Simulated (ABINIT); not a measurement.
A user runs ABINIT on CrO2 (P-42_1m, 6 atoms in the cell) and asks whether the run is sound. The aim is a self-consistent single point with DFT, PBEsol+U, plane waves, PAW (JTH v2.0 PBE PAW, files made for PBE).

Cell that was meant: a = 4.4713 Å, b = 4.4713 Å, c = 2.9952 Å, α = 90.00°, β = 90.00°, γ = 90.00°.

Part of the input:

```
tsmear 0.00367493
nband 37
kptopt 1
ngkpt 1 1 1
nshiftk 1
shiftk 0 0 0
nstep 50
```

Output (repeated stretches shortened):

```
 Symmetries : space group P-4 2_1 m (#113); Bravais tP (primitive tetrag.)

 -outvars: echo values of preprocessed input variables --------
   [... lines left out ...]
         ecut(hartree)=     30.000   => boxcut(ratio)=   2.11198

 Fine grid specifications (used for densities):

 getcut: wavevector=  0.0000  0.0000  0.0000  ngfft=  60  60  40
         ecut(hartree)=     60.000   => boxcut(ratio)=   2.02674

   3.76450178E+03                                ecore*ucvol(ha*bohr**3)

_setup2: Arith. and geom. avg. npw (full set) are    3153.000    3153.000

 ******************************************
 DFT+U Method used: FLL
 ******************************************
--- !BeginCycle
solver: {iscf: 17, nstep: 50, nline: 4, wfoptalg: 10, }
tolerances: {tolvrs: 1.00E-12, }
...

     iter   Etot(hartree)     deltaE(h) residm    nres2    magn
 ETOT  1  -238.34882125101    -2.38E+02 1.52E+00 5.97E+02 4.000
 ETOT  2  -241.82783677771    -3.48E+00 1.10E-01 3.93E+03 1.087
 ETOT  3  -238.80550617406     3.02E+00 1.03E-01 8.93E+01 4.000
 ETOT  4  -238.76327381450     4.22E-02 1.37E-02 1.92E+01 4.387
 ETOT  5  -238.81188426124    -4.86E-02 4.12E-02 8.01E+00 3.932
   [... 16 lines left out ...]
 ETOT 22  -238.84327121651    -5.14E-12 2.26E-12 5.76E-11 4.000
 ETOT 23  -238.84327121651     1.11E-12 1.28E-12 1.90E-11 4.000
 ETOT 24  -238.84327121651     2.73E-12 1.62E-13 3.45E-12 4.000
 ETOT 25  -238.84327121651    -3.98E-12 8.49E-14 7.20E-13 4.000
 At SCF step   25       nres2   =  7.20E-13 < tolvrs=  1.00E-12 =>converged.

 Cartesian components of stress tensor (hartree/bohr^3)
  sigma(1 1)= -2.54402871E-05  sigma(3 2)=  0.00000000E+00
  sigma(2 2)= -2.54402871E-05  sigma(3 1)=  0.00000000E+00
  sigma(3 3)= -2.31781198E-04  sigma(2 1)=  0.00000000E+00

 Integrated electronic and magnetization densities in atomic spheres:
 Radius=ratsph(iatom), smearing ratsm=  0.0000. Diff(up-dn)=approximate z local magnetic moment.
 Atom    Radius    up_density   dn_density  Total(up+dn)  Diff(up-dn)
    1   2.10818     7.302497     4.726785     12.029282     2.575712
    2   2.10818     7.302497     4.726785     12.029282     2.575712
    3   1.41465     2.122858     2.447292      4.570150    -0.324433
   [... lines left out ...]
 Total magnetization (from the atomic spheres):             3.853691
 Total magnetization (exact up - dn):                       4.000002
 Fermi (or HOMO) energy (hartree) =   0.18523   Average Vxc (hartree)=  -0.42262
 Fermi (or HOMO) energy (eV) =   5.04034   Average Vxc (eV)= -11.50005
   [... lines left out ...]
total_energy        : -2.38843271444637E+02
total_energy_eV     : -6.49925594165820E+03
...

-Cartesian components of stress tensor (GPa)         [Pressure=  2.7721E+00 GPa]
- sigma(1 1)= -7.48478962E-01  sigma(3 2)=  0.00000000E+00
- sigma(2 2)= -7.48478962E-01  sigma(3 1)=  0.00000000E+00
- sigma(3 3)= -6.81923713E+00  sigma(2 1)=  0.00000000E+00

 Calculation completed.
```

Task: Can these results be used? Check the input.

Result: The run is not sound. The fault is a single k-point for a small metallic cell. One k-point cannot sample the Fermi surface of a small cell. To fix it, use a converged k-point mesh. The run converged in 25 iterations without an error; against the sound input the free energy rises by 692 meV/atom, the pressure goes from -10.92 to 2.77 GPa, the largest force goes from 0.408 to 2.839 eV/Å and the size of the net moment stays at 0.67 μB/atom.

The sound input it was made from differs as follows (other fixes are possible):
```diff
-ngkpt 1 1 1
+ngkpt 3 3 5
```

With that input, the run converged in 27 iterations: free energy E − TS -6503.41 eV; Fermi level (on the code's own zero) 4.94 eV; pressure -10.92 GPa; largest force (vector length) 0.408 eV/Å; size of the cell's spin moment 4.00 μB (DFT, PBEsol+U, plane waves, PAW (JTH v2.0 PBE PAW, files made for PBE)).

On the sound input: the starting cell comes from a database of computed structures (which also holds hypothetical and non-ambient phases and stackings), without a prior relaxation at this level. The magnetic order is the one reached from the typed start; others were not searched systematically. With U or open f shells several self-consistent states can exist. The potentials were made for another functional than the one used. With a pressure of about -11 GPa the cell is away from its equilibrium volume at this level. Without a gap this mesh is coarse (it stands for a supercell whose shortest vector is 13 Å).
